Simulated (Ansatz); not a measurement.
Defect migration in corundum: O vacancy, neutral cell. All values below come from PBE, PAW (plane waves to 420 eV; Ansatz, a quantum-chemistry and plane-wave program).

Cell of 120 host sites held at the relaxed PBE lattice; the Γ point alone; Fermi-Dirac width 0.01 eV, spin-restricted; finite-size errors left in. No zero-point or tunnelling terms. The charge state is imposed; whether it is stable for some Fermi level was not computed. Forms of the defect that were not tried may lie lower.

Barriers: single points on a 2×2×2 k-point mesh shifted by half a step along c at the bands' geometries (they differ from the bands' own by up to 0.29 eV, and are uncertain by about as much).

The step: a nearby O atom hops onto the vacant site. Atoms about the jump, Cartesian Å from the middle of the jump, before and after:

```
atom     x0     y0     z0     x1     y1     z1
----  -----  -----  -----  -----  -----  -----
O1    -0.10   1.44   0.00   0.10  -1.44   0.00
Al2   -0.80  -0.12  -0.80  -0.79   0.02  -0.80
Al3    1.56   1.34   0.85   1.49   1.33   0.79
O4     0.83   0.06   2.17   0.82   0.06   2.18
Al5    1.58  -1.44   1.35   1.57  -1.44   1.34
O6     2.29  -0.17   0.00   2.30  -0.17  -0.01
Al7    1.58  -1.44  -1.36   1.57  -1.44  -1.34
O8     0.64  -0.06  -2.19   0.64  -0.04  -2.19
O9    -2.51  -0.17   0.00  -2.50  -0.16   0.00
Al10  -0.84  -0.05   3.03  -0.84  -0.05   3.03
O11   -1.57  -1.54   2.18  -1.58  -1.55   2.18
O12   -1.77   1.34   2.18  -1.76   1.34   2.17
Al13  -0.80  -2.75   0.79  -0.84  -2.83   0.84
Al14  -0.84   2.73   1.34  -0.85   2.74   1.35
O15   -1.57   1.21  -2.19  -1.57   1.24  -2.19
O16   -1.57  -1.34  -2.19  -1.56  -1.32  -2.19
O17    0.83   2.61   2.19   0.82   2.61   2.18
Al18  -0.84   2.70  -1.35  -0.85   2.74  -1.36
O19    2.29  -2.70  -0.01   2.31  -2.72   0.00
O20    0.64  -2.82   2.18   0.63  -2.83   2.18
O21    2.50   2.73   0.00   2.49   2.72  -0.01
```

Question: Give the saddle-point geometry and the barrier.

Answer: 
```csv
atom,x,y,z
O1,0.10,-0.01,0.27
Al2,-1.02,-0.01,-1.00
Al3,1.48,1.23,0.81
O4,0.94,0.01,2.40
Al5,1.56,-1.41,1.38
O6,2.42,-0.20,0.00
Al7,1.60,-1.36,-1.36
O8,0.62,-0.05,-2.28
O9,-2.60,-0.16,-0.05
Al10,-0.81,-0.05,3.01
O11,-1.58,-1.55,2.18
O12,-1.76,1.34,2.16
Al13,-0.85,-2.86,0.88
Al14,-0.85,2.76,1.36
O15,-1.59,1.27,-2.22
O16,-1.60,-1.32,-2.20
O17,0.81,2.59,2.18
Al18,-0.88,2.81,-1.37
O19,2.25,-2.69,0.00
O20,0.62,-2.82,2.20
O21,2.46,2.69,-0.01
```
It lies 5.04 eV above the start and 5.04 eV above the end. The saddle point's order was not checked.
